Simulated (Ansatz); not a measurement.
Defect calculation: Ni_Si in 4H silicon carbide

Computed with PBE, PAW (plane waves to 420 eV; Ansatz, a quantum-chemistry and plane-wave program). A 3×2×1 supercell of 96 sites was used; the energies come from a 2×2×2 shifted sampling of its zone. Site at the start: the Si(h) site. Finite-size correction: monopole term and site-potential alignment. Dielectric constants: PBE linear response of the host. Host gap at this level: 2.23 eV. Finite-size and sampling errors can reach tenths of an eV here. Levels are measured in PBE's own, too narrow, gap. Spin–orbit coupling is left out, and no Hubbard U is applied to the open shells. Each state is the lowest found from its start.

Formation energies E_f are given with the Fermi level at the valence-band maximum. Chemical conditions: C-rich (Δμ(Si) = -0.41 eV, Δμ(Ni) = -0.62 eV, bounded by SiNi2 (Pnma); only phases computed here count, gases as isolated molecules at 0 K); Si-rich (Δμ(Si) = 0.00 eV, Δμ(Ni) = -1.06 eV, bounded by fluorite-type NiSi2; only phases computed here count, gases as isolated molecules at 0 K). Reference phases: Ni: fcc Ni, ferromagnetic, Si: silicon.

```csv
charge,moment (μB),largest move off a lattice site (Å),image correction with alignment (eV),"E_f, C-rich (eV)","E_f, Si-rich (eV)",above the lowest spin state (eV)
+1,1.0,0.07,0.19,4.19,5.04,0.00
+1,1.0,0.07,0.19,4.19,5.04,0.00
0,2.0,0.08,0.00,4.52,5.38,0.00
0,not spin-polarised,0.11,0.00,4.75,5.60,0.23
−1,3.0,0.09,0.14,5.36,6.21,0.00
−1,3.0,0.09,0.14,5.36,6.21,0.00
−2,2.0,0.14,0.61,7.33,8.19,0.00
−2†,not spin-polarised,0.12,0.62,–,–,0.41
```

† A higher spin state that isn't settled.

Starting moments that weren't kept: charge +1 began with 5 μB and ended with 1.0; charge 0 began with 4 μB and ended with 2.0; charge −1 began with 1 μB and ended with 3.0.

No other site or start that was run ended lower by more than 0.1 eV.

Transition levels above the valence-band maximum: ε(+1/0) = 0.33 eV; ε(0/−1) = 0.83 eV; ε(−1/−2) = 1.98 eV. On the lower envelope of the bound states, inside the gap: (+1/0) at 0.33 eV; (0/−1) at 0.83 eV; (−1/−2) at 1.98 eV.

Flagged in the runs: a host whose relaxation on this sampling wasn't shown to rest.
